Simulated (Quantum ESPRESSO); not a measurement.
## Several settings converged on BaSbPt (P3m1, 3 atoms in the cell)

```xyz
3
Lattice="4.5908 0.0000 0.0000 -2.2954 3.9758 0.0000 0.0000 0.0000 5.0113" Properties=species:S:1:pos:R:3 pbc="T T T"
Ba     0.0000     0.0000     0.0500
Sb     2.2954     1.3253     2.5057
Pt     0.0000     2.6505     2.5057
```

Base method: LDA (PZ), GBRV 1.5 ultrasoft (LDA) pseudopotentials (plane waves; Quantum ESPRESSO 7.5).

Base settings: ecutwfc = 40 Ry; ecutrho = 320 Ry; occupations = smearing; smearing = gauss; degauss = 0.0073499 Ry; potentials = {Ba: ba_lda_v1.uspp.F.UPF, Sb: sb_lda_v1.4.uspp.F.UPF, Pt: pt_lda_v1.4.uspp.F.UPF}; K_POINTS = automatic 4 4 3 0 0 0; conv_thr = 1e-11 Ry; mixing_beta = 0.4.

The count of work is k-points × plane waves × bands × iterations; it is no time. Core times come from one kind of shared machine, to one figure; runs under 30 s give none.

**The k-point mesh**

Only quantities that move along the ladder and can be compared are tabulated.

| K_POINTS | free energy less the last step's (meV/atom) | pressure (GPa) | largest difference of a force vector from the last step's (eV/Å) | count of work / last | core time / last (rough) |
|---|---|---|---|---|---|
| automatic 2 2 1 0 0 0 | 211.07 | -6.25 | 0.041 | 0.020 | 0.3 |
| automatic 3 3 2 0 0 0 | 8.61 | -5.38 | 0.014 | 0.064 | 0.4 |
| automatic 4 4 3 0 0 0 | -7.87 | -4.83 | 0.008 | 0.095 | 0.4 |
| automatic 4 4 4 0 0 0 | -9.35 | -4.82 | 0.007 | 0.14 | 0.5 |
| automatic 6 6 5 0 0 0 | 15.02 | -4.62 | 0.008 | 0.27 | 0.5 |
| automatic 7 7 6 0 0 0 | 4.39 | -4.78 | 0.002 | 0.42 | 0.6 |
| automatic 10 10 8 0 0 0 | 0.00 | -4.85 | 0.000 | 1.0 | 1 |

Coarsest K_POINTS that holds the pressure within 0.2 GPa of the last step, with all finer ones: automatic 7 7 6 0 0 0, at 0.42 of the last step's count of work; the step before is off by 0.23 GPa.

Coarsest K_POINTS that holds the free energy within 5 meV/atom: not settled: the last two steps still differ by 4.4 meV/atom, over half the tolerance, so the ladder does not show it.

Coarsest K_POINTS that holds the forces within 0.005 eV/Å of the last step, with all finer ones: automatic 7 7 6 0 0 0, at 0.42 of the last step's count of work; the step before is off by 0.008 eV/Å.

**The k-point mesh at a smearing width of 0.05 eV**

In this ladder: degauss = 0.0036749 Ry.

The second cell is the first with its lattice scaled by 0.98.

Only quantities that move along the ladder and can be compared are tabulated.

| K_POINTS | free energy less the last step's (meV/atom) | energy of the compressed cell less the first (meV/atom) | pressure (GPa) | largest difference of a force vector from the last step's (eV/Å) | count of work / last | core time / last (rough) |
|---|---|---|---|---|---|---|
| automatic 3 3 3 0 0 0 | -2.54 | -37.56 | -5.38 | 0.008 | 0.066 | 0.3 |
| automatic 4 4 4 0 0 0 | -10.46 | -31.24 | -4.82 | 0.013 | 0.11 | 0.4 |
| automatic 6 6 5 0 0 0 | 15.67 | -29.09 | -4.61 | 0.004 | 0.22 | 0.4 |
| automatic 9 9 7 0 0 0 | 2.50 | -32.47 | -4.92 | 0.005 | 0.54 | 0.6 |
| automatic 11 11 9 0 0 0 | 0.00 | -31.18 | -4.80 | 0.000 | 1.0 | 1 |

Coarsest K_POINTS that holds the pressure within 0.5 GPa of the last step, with all finer ones: automatic 4 4 4 0 0 0, at 0.11 of the last step's count of work and about 0.4 of the last step's time; the step before is off by 0.58 GPa.

Coarsest K_POINTS that holds the free energy within 5 meV/atom: not settled: the last two steps still differ by 2.5 meV/atom, over half the tolerance, so the ladder does not show it.

Coarsest K_POINTS that holds the forces within 0.01 eV/Å: not settled: the last two steps still differ by 0.005 eV/Å, over half the tolerance, so the ladder does not show it.

**The SCF threshold**

The mesh stays at the base's, so the ladder's end is converged at best in this setting alone.

Only quantities that move along the ladder and can be compared are tabulated.

```csv
conv_thr,free energy less the last step's (meV/atom),largest difference of a force vector from the last step's (eV/Å),count of work / last
0.0073 Ry,7.05,0.020,0.28
7.3e-05 Ry,0.10,0.002,0.39
7.3e-07 Ry,0.00,0.000,0.56
7.3e-09 Ry,0.00,0.000,0.72
1e-11 Ry,0.00,0.000,0.83
7.3e-14 Ry,0.00,0.000,1.0
```

Coarsest conv_thr that holds the free energy within 2 meV/atom of the last step, with all finer ones: 7.3e-05 Ry, at 0.39 of the last step's count of work; the step before is off by 7.0 meV/atom.

Coarsest conv_thr that holds the forces within 0.01 eV/Å of the last step, with all finer ones: 7.3e-05 Ry, at 0.39 of the last step's count of work; the step before is off by 0.020 eV/Å.

On the base run: the starting cell comes from a database of computed structures (which also holds hypothetical and non-ambient phases and stackings), without a prior relaxation at this level. Its lattice was rescaled by up to half a per cent. One atom was moved a little off its site on purpose. Spin polarisation is off. In the base run, with a pressure of about -5 GPa the cell is away from its equilibrium volume at this level. Without a gap this mesh is coarse (it stands for a supercell whose shortest vector is 15 Å).
